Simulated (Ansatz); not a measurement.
The starting structures come from a database of crystals and need not be the phases stable at ambient conditions.

 Where the default PAW files enter, the runs use the earlier of Ansatz's two default sets.

Data:

```xyz
12
Lattice="5.3010 0.0000 0.0000 -2.6317 4.6016 0.0000 0.9173 1.5814 4.9436" Properties=species:S:1:pos:R:3 pbc="T T T"
Li    -0.8237     4.6096     2.4718
Li     4.4103     1.5734     2.4718
Li     1.7933     3.0915     2.4718
Zn     0.0131     3.0674     0.0000
Zn     2.6562     1.5342     0.0000
Sb     0.0000     0.0000     0.0000
O      3.5012     3.1679     1.1646
O      0.0855     3.0151     3.7790
O      2.5749     1.5710     3.7790
O      1.0118     4.6120     1.1646
O      2.7490     4.7390     3.8139
O      0.8376     1.4440     1.1297
```

Space group of this cell: C2/m. The cell is taken as given; by r2SCAN its mean pressure is -6.7 GPa.

Transport runs along the normal of the first two printed cell vectors.

No gap correction and no spin-orbit coupling; mid-gap values are interpolated between computed energies.

Compute, with r2SCAN in Ansatz (an electronic-structure program), the band gap and the smallest decay constant κ at mid-gap.

Gap 3.11 eV on a 8×8×6 mesh; κ = 0.317 1/Å, at the zone centre.
